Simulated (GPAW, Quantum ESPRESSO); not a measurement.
A Quantum ESPRESSO input for a self-consistent single point of RuRh (P-6m2, 2 atoms in the cell) (DFT, PBEsol, plane waves, PseudoDojo standard norm-conserving (PBESOL) pseudopotentials):

```fortran
&control
 calculation = 'scf',
 prefix = 'pwscf',
 outdir = './tmp',
 pseudo_dir = './',
 tprnfor = .true.,
 tstress = .true.,
/
&system
 ibrav = 4,
 celldm(1) = 5.1355758799,
 celldm(3) = 1.586453801076,
 nat = 2,
 ntyp = 2,
 ecutwfc = 90,
 occupations = 'smearing',
 smearing = 'fermi-dirac',
 degauss = 0.0099958,
/
&electrons
 conv_thr = 1.0e-11,
 mixing_beta = 0.3,
/
ATOMIC_SPECIES
Ru   101.0700  Ru.upf
Rh   102.9055  Rh.upf
ATOMIC_POSITIONS crystal
Ru    0.0000000000    0.0000000000    0.5000000000
Rh    0.6666666667    0.3333333333    0.0000000000
K_POINTS automatic
9 9 5  0 0 0
```

### Question
Give the GPAW input for the same structure, mesh, smearing and functional.

### Answer
One input that does it (others would too):

```python
from ase import Atoms
from ase.units import GPa
from gpaw import GPAW

atoms = Atoms(['Ru', 'Rh'],
              cell=[[2.717629, 0.000000, 0.000000],
                    [-1.358815, 2.353537, 0.000000],
                    [0.000000, 0.000000, 4.311394]],
              scaled_positions=[[0.000000, 0.000000, 0.500000],
                                [0.666667, 0.333333, 0.000000]],
              pbc=True)

calc = GPAW(mode={'name': 'pw', 'ecut': 600},
            xc='PBEsol',
            kpts=(9, 9, 5),
            occupations={'name': 'fermi-dirac', 'width': 0.136},
            nbands=-10,
            symmetry={'symmorphic': False, 'tolerance': 0.0005},
            maxiter=120)

atoms.calc = calc

energy = atoms.get_potential_energy()
print('Energy (eV):', round(energy, 6))
forces = atoms.get_forces()
print('Forces (eV/Ang):')
print(forces.round(5))
stress = atoms.get_stress()
print('Stress (GPa, Voigt):', (stress / GPa).round(4))
```

Basis, cutoffs, solver keys and any potentials are the target program's own. This input uses DFT PBEsol, plane waves, GPAW PAW datasets PBEsol (made by gpaw-setup). Both were run: pressure -7.01 GPa in Quantum ESPRESSO and -6.58 in GPAW.

On Quantum ESPRESSO: the starting cell comes from a database of computed structures (which also holds hypothetical and non-ambient phases and stackings), without a prior relaxation at this level. Its lattice was rescaled by a random factor within 2.5 % of one. For this run, on top of that: lattice scaled by 0.98. Spin polarisation is off. With a pressure of about -7 GPa the cell is away from its equilibrium volume at this level.

On GPAW: the starting cell comes from a database of computed structures (which also holds hypothetical and non-ambient phases and stackings), without a prior relaxation at this level. Its lattice was rescaled by a random factor within 2.5 % of one. For this run, on top of that: lattice scaled by 0.98. Spin polarisation is off. With a pressure of about -7 GPa the cell is away from its equilibrium volume at this level.
